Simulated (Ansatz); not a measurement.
CdTe (model structure, within 0.1 Å of P6₂22, No. 180, 6 atoms in the cell), treated with r²SCAN+rVV10 (Ansatz, an electronic-structure program, PAW).

Run with plane-wave cutoff 560 eV, 12×12×4 k mesh (along the axes of the cell as run), Fermi–Dirac smearing 0.01 eV, scalar-relativistic PAW data made under PBE.

Cell (relaxed at this level):

Space group P6₂22 (No. 180); a = 4.5254 Å, b = 4.5254 Å, c = 10.4253 Å, α = 90.00°, β = 90.00°, γ = 120.00°

```csv
atom,site,symmetry,x,y,z
Cd,3d,222,0.5000,0.0000,0.5000
Te,3c,222,0.5000,0.0000,0.0000
```

**Question.** What does this level give for the band gap?

**Answer.** 
band gap: 0.64 eV (on the SCF k mesh)

Spin–orbit coupling is not included; with these elements it can move the gap by several tenths of an eV or more.

The computed numbers hold no vibrational or temperature effects.

Computing time: around 50 core-minutes (rough).

A model structure was made by putting elements into a prototype or built by hand; it is no filed structure, need not be a known phase, and can be a saddle point held by its symmetry.
